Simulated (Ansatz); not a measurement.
The starting structures come from a database of crystals and need not be the phases stable at ambient conditions.

Consider the following.

```
CELL_PARAMETERS angstrom
      4.15341     0.00000     0.00000
      0.00000     9.62863     0.04284
      2.07670    -3.99619     5.37238
ATOMIC_POSITIONS crystal
  Al 0.62587 0.59880 0.74826
  Al 0.37413 0.40120 0.25174
  Te 0.40320 0.88024 0.19361
  Te 0.59680 0.11976 0.80639
  Te 0.00000 0.00000 0.00000
  Te 0.81924 0.61283 0.36152
  Te 0.18076 0.38717 0.63848
```

Space group of this cell: C2/m. The cell was relaxed by PBE-D3(BJ); by r2SCAN its mean pressure is 1.4 GPa.

Transport runs along the normal of the first two printed cell vectors.

No gap correction and no spin-orbit coupling; mid-gap values are interpolated between computed energies.

Question: State the band gap and the smallest decay constant κ at mid-gap according to r2SCAN (Ansatz, a first-principles code).

Answer: Gap 1.08 eV on a 8×4×8 mesh; κ = 0.179 1/Å, at (0.000, 0.500) of the in-plane reciprocal vectors. At the zone centre, at the nearest computed energy, the slowest state has κ = 0.20 1/Å.
